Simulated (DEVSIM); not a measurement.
# abrupt Ge p-n junction

Device: abrupt Ge p-n junction, at 300 K.

| layer (left to right) | material | thickness (μm) | Nd (cm⁻³) | Na (cm⁻³) | τn (s) | τp (s) |
|---|---|---|---|---|---|---|
| 1 | Ge | 2.30 | - | 2.4e17 | 0.00042 | 0.00042 |
| 2 | Ge | 0.120 | 6.4e17 | - | 0.00042 | 0.00042 |

Left contact: ohmic. Right contact: ohmic. Voltage is applied to the left contact. Recombination: SRH at mid-gap. Mobility is μmin + (μ − μmin)/(1 + (N/Nref)^α).

The device is made up for the run: typed textbook-type constants, with dimensions and the other settings drawn at random. Values at 300 K.

```csv
parameter,Ge
gap (eV),0.664
affinity (eV),4
permittivity,16
Nc (cm⁻³),1.04e19
Nv (cm⁻³),6e18
μn (cm²/Vs),3900
μp (cm²/Vs),1900
"μn,min",150
"μp,min",100
"Nref,n",2.6e17
"Nref,p",4e17
αn,0.56
αp,0.6
```

DEVSIM, 1D drift-diffusion, Boltzmann statistics, complete ionisation; no tunnelling, impact ionisation, image-force lowering or self-heating.

The potential step across the device at zero bias is 0.509 V. The largest field in the device at zero bias is 130000 V/cm and the dark forward voltage at 1 A/cm² is 0.210 V. The dark forward voltage at 100 A/cm² is 0.330 V.

Dark forward current:

(V (V), J (A/cm²)): (0.05, 0.0018); (0.10, 0.014); (0.15, 0.10); (0.20, 0.69); (0.25, 4.7); (0.30, 32); (0.35, 210); (0.40, 1300); (0.45, 5300)
